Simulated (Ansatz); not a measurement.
An Ansatz (a program for electronic structure) input (PBEsol/PAW in Ansatz, spin-orbit coupling left out):

Ansatz 0.2 input:
```yaml
crystal:
  lattice:
    - [4.4772289419, 0, 0]
    - [2.2386144709, 3.8773940022, 0]
    - [2.2386144709, -1.2924646674, 3.7487712141]
  atoms:
    - { symbol: Mg, position: [0, 0, 0] }
    - { symbol: Te, position: [0.5, 0.25, 0.75] }
basis: { ecutwfc: 420, ecutrho_ratio: 4, xc_grid: 2, fft_grid_basis: typed }
kpoints: { mp_grid: { grid: [9, 9, 9] } }
hamiltonian:
  xc: pbesol
  dispersion: none
  pseudopotentials: { kind: paw }
scf: { occupations: { method: fermi_dirac, width: 0.05 } }
relax: { f_tol: 0.005, max_steps: 50, cell: { stress_tol: 0.01, fix: [a, b, gamma] } }
output: { forces: true, stress: true }
checkpoint: { write: state.ck, write_every: 1000 }
```

Which symmetry and how many k-points will the program report, and about how many plane waves at Γ?

Space group R3m (ITA 160) with 6 operations, k-points 85 of 729, and 1267 plane waves at Γ.

And the final pressure?

0.70 GPa (compression positive).

The cells carry an imposed strain or load. Stability against distortions was not tested. The cell was made from MgTe in the zinc blende structure (space group F-43m, No. 216) by this change: biaxial strain −1.67 %, plane normal [111], relaxed out of plane.
